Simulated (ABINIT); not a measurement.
## ABINIT run on CdO (Fm-3m, 2 atoms in the cell): self-consistent single point

Method of the run: PBE, PAW (JTH v2.0 PBE PAW) (plane waves; ABINIT 10.0.3).

This input was run:

```
# CdO, JTH v2.0 PBE PAW
pp_dirpath "./"
pseudos "Cd.GGA_PBE-JTH.xml, O.GGA_PBE-JTH.xml"
acell 6.2614783813 6.2614783813 6.2614783813
rprim
        -0.0000000000    0.7071067812    0.7071067812
         0.7071067812   -0.0000000000    0.7071067812
         0.7071067812    0.7071067812   -0.0000000000
natom 2
ntypat 2
znucl 48 8
typat 1 2
xcart
         0.0000000000    0.0000000000    0.0000000000
         2.3429500000    2.3429500000    2.3429500000
      Angstrom
ecut 24
pawecutdg 48
ixc 11
occopt 3
tsmear 0.00036749
nband 14
kptopt 1
ngkpt 7 7 7
nshiftk 1
shiftk 0 0 0
nstep 60
tolvrs 1.0e-10
prtwf 0
prtden 0
enunit 2
```

Log, with long lists cut:

```
 Symmetries : space group Fm -3 m (#225); Bravais cF (face-center cubic)

 -outvars: echo values of preprocessed input variables --------
            acell      6.2614783813E+00  6.2614783813E+00  6.2614783813E+00 Bohr
             ecut      2.40000000E+01 Hartree
           enunit           2
              ixc          11
         kptrlatt        7    0    0      0    7    0      0    0    7
          kptrlen      4.38303487E+01
            natom           2
            nband          14
            ngfft          30      30      30
          ngfftdg          40      40      40
             nkpt          20
            nstep          60
             nsym          48
           ntypat           2
           occopt           3
        pawecutdg      4.80000000E+01 Hartree
            rprim     -0.0000000000E+00  7.0710678120E-01  7.0710678120E-01
                       7.0710678120E-01 -0.0000000000E+00  7.0710678120E-01
                       7.0710678120E-01  7.0710678120E-01 -0.0000000000E+00
          spgroup         225
           tolvrs      1.00000000E-10
           tsmear      3.67490000E-04 Hartree
            typat      1  2
           useylm           1
             xred      0.0000000000E+00  0.0000000000E+00  0.0000000000E+00
                       5.0000000000E-01  5.0000000000E-01  5.0000000000E-01
            znucl       48.00000    8.00000

== DATASET  1 ==================================================================

 Exchange-correlation functional for the present dataset will be:
  GGA: Perdew-Burke-Ernzerhof functional - ixc=11
 Citation for XC functional:
  J.P.Perdew, K.Burke, M.Ernzerhof, PRL 77, 3865 (1996)

 Real(R)+Recip(G) space primitive vectors, cartesian coordinates (Bohr,Bohr^-1):
 R(1)=  0.0000000  4.4275338  4.4275338  G(1)= -0.1129297  0.1129297  0.1129297
 R(2)=  4.4275338  0.0000000  4.4275338  G(2)=  0.1129297 -0.1129297  0.1129297
 R(3)=  4.4275338  4.4275338  0.0000000  G(3)=  0.1129297  0.1129297 -0.1129297
 Unit cell volume ucvol=  1.7358638E+02 bohr^3
 Angles (23,13,12)=  6.00000000E+01  6.00000000E+01  6.00000000E+01 degrees

 Coarse grid specifications (used for wave-functions):

 getcut: wavevector=  0.0000  0.0000  0.0000  ngfft=  30  30  30
         ecut(hartree)=     24.000   => boxcut(ratio)=   2.17498

 Fine grid specifications (used for densities):

 getcut: wavevector=  0.0000  0.0000  0.0000  ngfft=  40  40  40
         ecut(hartree)=     48.000   => boxcut(ratio)=   2.04832

   5.47665074E+02                                ecore*ucvol(ha*bohr**3)

_setup2: Arith. and geom. avg. npw (full set) are     974.522     974.493

--- !BeginCycle
solver: {iscf: 17, nstep: 60, nline: 4, wfoptalg: 10, }
tolerances: {tolvrs: 1.00E-10, }
...

     iter   Etot(hartree)      deltaE(h)  residm     nres2
 ETOT  1  -63.642514266082    -6.364E+01 2.758E-01 2.595E+01
 ETOT  2  -63.714920309320    -7.241E-02 1.361E-01 1.782E+01
 ETOT  3  -63.697218393461     1.770E-02 3.617E-02 8.121E-01
 ETOT  4  -63.697713761887    -4.954E-04 2.532E-02 9.098E-02
 ETOT  5  -63.697672114921     4.165E-05 2.810E-02 1.806E-03
 ETOT  6  -63.697676053765    -3.939E-06 1.904E-02 1.923E-04
 ETOT  7  -63.697676813990    -7.602E-07 8.504E-03 1.329E-05
 ETOT  8  -63.697676816374    -2.384E-09 6.961E-03 8.143E-07
 ETOT  9  -63.697676816387    -1.238E-11 1.300E-02 9.352E-09
 ETOT 10  -63.697676816403    -1.667E-11 6.404E-03 2.753E-09
 ETOT 11  -63.697676816408    -4.611E-12 1.221E-02 2.809E-11

 At SCF step   11       nres2   =  2.81E-11 < tolvrs=  1.00E-10 =>converged.

 Cartesian components of stress tensor (hartree/bohr^3)
  sigma(1 1)= -2.38141619E-04  sigma(3 2)=  0.00000000E+00
  sigma(2 2)= -2.38141619E-04  sigma(3 1)=  0.00000000E+00
  sigma(3 3)= -2.38141619E-04  sigma(2 1)=  0.00000000E+00

 ----iterations are completed or convergence reached----

 reduced coordinates (array xred) for    2 atoms
       0.000000000000      0.000000000000      0.000000000000
       0.500000000000      0.500000000000      0.500000000000
 cartesian forces (eV/Angstrom) at end:
    1     -0.00000000000000    -0.00000000000000    -0.00000000000000
    2     -0.00000000000000    -0.00000000000000    -0.00000000000000
 frms,max,avg= 0.0000000E+00 0.0000000E+00   0.000E+00  0.000E+00  0.000E+00 e/A
 length scales=  6.261478381300  6.261478381300  6.261478381300 bohr
              =  3.313431651463  3.313431651463  3.313431651463 angstroms
 Fermi (or HOMO) energy (hartree) =   0.22526   Average Vxc (hartree)=  -0.40918
 Eigenvalues (hartree) for nkpt=  20  k points:
 kpt#   1, nband= 14, wtk=  0.00292, kpt=  0.0000  0.0000  0.0000 (reduced coord)
  -0.41457   -0.02055   -0.02055   -0.02055   -0.00900   -0.00900    0.17469    0.17469
   0.17469    0.21116    0.76252    0.83751    0.85459    0.85459
      occupation numbers for kpt#   1
   2.00000    2.00000    2.00000    2.00000    2.00000    2.00000    2.00000    2.00000
   2.00000    2.00000    0.00000    0.00000    0.00000    0.00000
 prteigrs : prtvol=0 or 1, do not print more k-points.

 Fermi (or HOMO) energy (eV) =   6.12975   Average Vxc (eV)= -11.13433
 Eigenvalues (   eV  ) for nkpt=  20  k points:
 kpt#   1, nband= 14, wtk=  0.00292, kpt=  0.0000  0.0000  0.0000 (reduced coord)
 -11.28091   -0.55913   -0.55913   -0.55913   -0.24483   -0.24483    4.75362    4.75362
   4.75362    5.74594   20.74917   22.78968   23.25462   23.25462
 prteigrs : prtvol=0 or 1, do not print more k-points.

--- !EnergyTerms
comment             : Components of total free energy in Hartree
kinetic             :  2.05208275170771E+01
hartree             :  1.08652544935986E+01
xc                  : -6.16007315367357E+00
Ewald energy        : -5.54595824592505E+01
psp_core            :  3.15500017427013E+00
local_psp           : -3.87030426659371E+01
spherical_terms     :  2.08394867211975E+00
internal            : -6.36976674217955E+01
'-kT*entropy'       : -9.15276358894036E-06
total_energy        : -6.36976765745591E+01
total_energy_eV     : -1.73330192826046E+03
...

-Cartesian components of stress tensor (GPa)         [Pressure=  7.0064E+00 GPa]
- sigma(1 1)= -7.00636716E+00  sigma(3 2)=  0.00000000E+00
- sigma(2 2)= -7.00636716E+00  sigma(3 1)=  0.00000000E+00
- sigma(3 3)= -7.00636716E+00  sigma(2 1)=  0.00000000E+00

 Calculation completed.
```

The run converged in 11 iterations.

The starting cell has typed, rounded lattice constants, without a prior relaxation at this level. Its lattice was rescaled by up to half a per cent. With a pressure of about 7 GPa the cell is away from its equilibrium volume at this level. The run gives no clean gap (levels at the Fermi energy touch, overlap or are partly filled at this smearing), which alone does not show that the compound is a metal.

These are the values that this program gave, and no reference: the one-centre exchange-correlation terms come from a truncated expansion.
